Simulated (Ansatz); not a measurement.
System: fluorite HfO₂ (high-temperature phase). Method: PBE0 (PAW; Ansatz, a first-principles code).

Output (set-up and result lines):

```
WARN output.stress: scf.exx.energy_threshold = 1e-6 eV is looser than the 3e-8 eV advised for a stress under a hybrid functional (1e-8 eV for each atom of the …
Crystal: 3 atoms, lattice volume = 32.232 Å³
Basis set: ecut = 460 eV, 725 PW (Γ), exchange–correlation on 50×50×50 points (8 copies of the dense FFT grid, shifted against one another)
Bands: 23, of which v1, the nominal top of the filled ones, is band 19 counted from 1 (18 counted from 0)
Symmetry: 48 space group operations
Space group: Fm-3m (ITA 225), of the structure as read, at distance tolerance 3.2e-5 Å
k-points: 29 of 512
Functional: x = pbe(κ = 0.804, μ = 0.2195149727645171), c = pbe(β = 0.06672455060314922), warm-up for x = 0.75 pbe(κ = 0.804, μ = 0.2195149727645171) + 0.25 exact, c = pbe(β = 0.06672455060314922)
SCF iter   1: F=—  HF=-16861.405075 eV  |F-HF|=—  |Δ(HF+E_count)|=         —  Δρ=2.52e-3  dr2=9.54e-4
SCF iter   2: F=-16861.405815 eV  HF=-16861.405700 eV  |F-HF|=1.15e-4  |Δ(HF+E_count)|=   6.25e-4  Δρ=1.37e-3  dr2=2.96e-4
Crystal: 3 atoms, lattice volume = 32.232 Å³
Initial density: handed on by an earlier stage of this run
Functional: x = 0.75 pbe(κ = 0.804, μ = 0.2195149727645171) + 0.25 exact, c = pbe(β = 0.06672455060314922)
  ...
Crystal: 3 atoms, lattice volume = 32.232 Å³
Crystal: 3 atoms, lattice volume = 32.232 Å³
SCF iter   2: F=—  HF=-16859.516475 eV  |F-HF|=—  |Δ(HF+E_count)|=   2.51e-9  Δρ=1.53e-6  dr2=5.62e-10
SCF iter   3: F=-16859.516475 eV  HF=-16859.516475 eV  |F-HF|=4.37e-11  |Δ(HF+E_count)|=   2.60e-9  Δρ=2.35e-7  dr2=1.83e-11
SCF 4 converged in 3 iterations: F = -16859.516475 eV  dr2 = 1.83e-11
Free energy (F): -16859.516475 eV
Internal energy: -16859.516475 eV  (E = F + TS)
E sigma→0 (E₀):  -16859.516475 eV
Fermi energy:    17.942219 eV
--- Forces (eV/Å), atoms counted from 1 ---
  atom   1  Hf    -0.00000000     0.00000000    -0.00000000
  atom   2  O     -0.00000000    -0.00000000    -0.00000000
  atom   3  O      0.00000000    -0.00000000    -0.00000000
--- Stress (GPa, compression-positive) ---
        0.795852       0.000000       0.000000
        0.000000       0.795852       0.000000
        0.000000       0.000000       0.795852
  P = ⅓ Tr σ = 0.7959 GPa (7.959 kbar)
```

Question: Write an input file that could have produced this run (the log leaves some choices open).

Answer: One answer among several that fit: 
Ansatz 0.2 input:
```yaml
crystal:
  lattice:
    - [0.0, 2.5259143118, 2.5259143118]
    - [2.5259143118, 0.0, 2.5259143118]
    - [2.5259143118, 2.5259143118, 0.0]
  atoms:
    - { symbol: Hf, position: [0.0, 0.0, 0.0] }
    - { symbol: O, position: [0.25, 0.25, 0.25] }
    - { symbol: O, position: [0.75, 0.75, 0.75] }
basis:
  ecutwfc: 460
  ecutrho_ratio: 4
  xc_grid: 2
kpoints:
  mp_grid: { grid: [8, 8, 8] }
hamiltonian:
  xc: pbe0
  dispersion: none
  pseudopotentials: { kind: paw }
scf:
  occupations: { method: fermi_dirac, width: 0.01 }
  convergence: { dr2_threshold: 0.0000000003 }
output:
  forces: true
  stress: true
  eigenvalues: true
```

The cell is one volume of an energy–volume scan, off the minimum.

The PAW data were made under PBE.

Note: symmetry holds this phase in the static calculation, where it need not be a minimum. Note: held by symmetry at 0 K, a high-temperature phase can be a saddle point.

The result took about 100 core-seconds (a rough figure).
